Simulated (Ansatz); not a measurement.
AsP (model structure, started from the WC type, P-6m2, No. 187, 2 atoms in the cell) was calculated with PBE (Ansatz, a program for electronic structure, plane waves, PAW).

Settings: plane-wave cutoff 520 eV, scalar-relativistic PAW data made under PBE.

Cell (relaxed at this level):

```cif
data_AsP
_chemical_formula_sum 'As1 P1'
_space_group_name_H-M_alt 'P 1'
_space_group_IT_number 1
_cell_length_a 3.50390
_cell_length_b 3.50390
_cell_length_c 3.41353
_cell_angle_alpha 90.000
_cell_angle_beta 90.000
_cell_angle_gamma 120.000
loop_
_space_group_symop_operation_xyz
  'x, y, z'
loop_
_atom_site_label
_atom_site_type_symbol
_atom_site_fract_x
_atom_site_fract_y
_atom_site_fract_z
_atom_site_occupancy
As1 As 0.00000 0.00000 0.00000 1
P1 P 0.66667 0.33333 0.50000 1
```

Q: Estimate the bulk modulus that the calculation returns.

A: 
bulk modulus: 77.4 GPa

Note: the bulk modulus is −V dP/dV from two relaxed cells at ±2 % in volume; the relaxation could raise the start's symmetry but not lower it, so the cell can be a saddle point.

Computed values are for the static lattice.

The result took about 100 core-seconds (a rough figure).

A model structure was made by putting elements into a prototype or built by hand; it is no filed structure, need not be a known phase, and can be a saddle point held by its symmetry.
